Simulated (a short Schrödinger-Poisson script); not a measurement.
Solved with a short Schrödinger-Poisson script written for these runs: one-band effective-mass equation with BenDaniel-Duke matching, electrons, heavy and light holes apart, hard walls at the outer ends, one valence edge for both holes (no strain splitting), no charge, excitons, band mixing or non-parabolicity; under a field the levels are quasi-bound states of a box, listed while three quarters of their weight lies within 4 nm of the wells.

Structure: single CdTe/Cd0.9Zn0.1Te quantum well.

```tsv
layer	material	thickness (nm)
1	Cd0.9Zn0.1Te	20
2	CdTe	3
3	Cd0.9Zn0.1Te	20
```

The device is made up for the run: typed textbook-type constants, with dimensions and the other settings drawn at random. CdTe: direct gap (eV) 1.5, conduction-band edge (eV) 0, electron mass (mₑ) 0.096, heavy-hole mass 0.6, light-hole mass 0.12. Cd0.9Zn0.1Te: direct gap (eV) 1.56, conduction-band edge (eV) 0.048, electron mass (mₑ) 0.1, heavy-hole mass 0.6, light-hole mass 0.13.

The valence-band edge of each layer lies one gap below its conduction-band edge. The electron's potential energy rises along the stack by the applied field. Mesh 0.03 nm at interfaces.

Gate and field steps stay those of the base.

One input was changed, with this effect: squared e1-hh1 overlap at zero applied field 0.98 → 0.77; e1 above the well's band edge 38.1 → 30.1 meV; e1-hh1 transition at zero applied field 1.547 → 1.544 eV.

Question: Which change was it?
A) heavy-hole mass in the well 0.6 → 0.78 mₑ
B) conduction-band offset 0.048 → 0.036 eV
C) well width 3 → 2.4 nm

Answer: B, conduction-band offset 0.048 → 0.036 eV

Excitons are left out, and strain enters only through the typed gaps and offsets, so measured lines lie elsewhere.
